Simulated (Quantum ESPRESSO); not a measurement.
**How far to go with the plane-wave cutoff: Sb (Im-3m, 1 atom in the cell)**

```xyz
1
Lattice="-1.8620 1.8620 1.8620 1.8620 -1.8620 1.8620 1.8620 1.8620 -1.8620" Properties=species:S:1:pos:R:3 pbc="T T T"
Sb     0.0000     0.0000     0.0000
```

Method: LDA (PZ), GBRV 1.5 ultrasoft (LDA) pseudopotentials (plane waves; Quantum ESPRESSO 7.5).

Base settings: ecutwfc = 40 Ry; ecutrho = 200 Ry; occupations = smearing; smearing = gaussian; degauss = 0.0073499 Ry; potentials = {Sb: sb_lda_v1.4.uspp.F.UPF}; K_POINTS = automatic 10 10 10 0 0 0; conv_thr = 1e-10 Ry.

Moved along: ecutrho.

The second cell is the first with its lattice scaled by 0.98.

The mesh stays at the base's, so the ladder's end is converged at best in this setting alone.

Only quantities that move along the ladder and can be compared are tabulated.

The count of work is k-points × plane waves × bands × iterations; it is no time. 

The starting cell comes from a database of computed structures (which also holds hypothetical and non-ambient phases and stackings), without a prior relaxation at this level. Its lattice was rescaled by up to half a per cent.

```tsv
ecutwfc	free energy less the last step's (meV/atom)	energy of the compressed cell less the first (meV/atom)	pressure (GPa)	count of work / last
14 Ry	131305.70	-303.76	-2342.37	0.074
16 Ry	70172.12	280.54	-1492.53	0.090
20 Ry	19277.48	-143.30	-530.74	0.073
22 Ry	9761.68	-6.82	-305.94	0.10
24 Ry	4857.43	35.59	-174.28	0.12
32 Ry	166.21	22.82	-10.87	0.20
36 Ry	31.66	21.14	-1.20	0.24
40 Ry	24.04	21.39	-0.08	0.28
44 Ry	21.21	21.15	-0.32	0.32
48 Ry	15.66	21.15	-0.30	0.36
54 Ry	12.46	21.23	-0.09	0.42
70 Ry	9.35	21.21	-0.14	0.63
96 Ry	0.00	21.25	-0.41	1.0
```

Coarsest ecutwfc that holds the pressure within 1 GPa of the last step, with all finer ones: 36 Ry, at 0.24 of the last step's count of work; the step before is off by 10 GPa.

Coarsest ecutwfc that holds the energy of the compressed cell less the first within 2 meV/atom of the last step, with all finer ones: 32 Ry, at 0.20 of the last step's count of work; the step before is off by 14 meV/atom.

Coarsest ecutwfc that holds the free energy within 5 meV/atom: not settled: the last two steps still differ by 9.3 meV/atom, over half the tolerance, so the ladder does not show it.

At the lowest cutoff the pressure lies 2340 GPa under the last step's, the usual sign of Pulay stress in an incomplete plane-wave basis.
